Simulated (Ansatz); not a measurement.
The parent structure is MgS in the rock salt structure (space group Fm-3m, No. 225; a = 5.230 Å).

All numbers come from PBE in Ansatz (plane waves to 420 eV, PAW, no spin-orbit coupling), earlier PAW set.

One change was made to it. Results:

| quantity | base | after |
|---|---|---|
| smallest direct gap | 3.60 eV | 4.08 eV |
| valley order (the lowest conduction-band minima on the path, energy above the VBM, named in the base's zone) | X along ⟨100⟩ 2.76 eV; Γ 3.60 eV | X along ⟨100⟩ 2.88 eV; Γ 4.08 eV |
| lattice parameter a | 5.230 Å | 5.126 Å |
| electron mass | 0.52 mₑ along k, 0.29 mₑ across (at X) | 0.53 mₑ along k, 0.29 mₑ across (at X) |

### Question
Name the change that was made.
(A) pressure 1.5 GPa
(B) pressure 5 GPa
(C) pressure −1 GPa
(D) pressure 0.7 GPa

### Answer
B, pressure 5 GPa. For comparison, the valley order in the other runs: pressure −1 GPa gives X along ⟨100⟩ 2.73 eV; Γ 3.50 eV; pressure 0.7 GPa gives X along ⟨100⟩ 2.78 eV; Γ 3.68 eV; pressure 1.5 GPa gives X along ⟨100⟩ 2.80 eV; Γ 3.76 eV.

Load acts through the strain it causes; cell and atoms are relaxed under it. Effective masses come from finite differences of ±0.01 Å⁻¹. Along k means along the line from Γ to the band edge. No phonon test of stability was made. No other phases were tried under pressure.

Ansatz is a first-principles code.
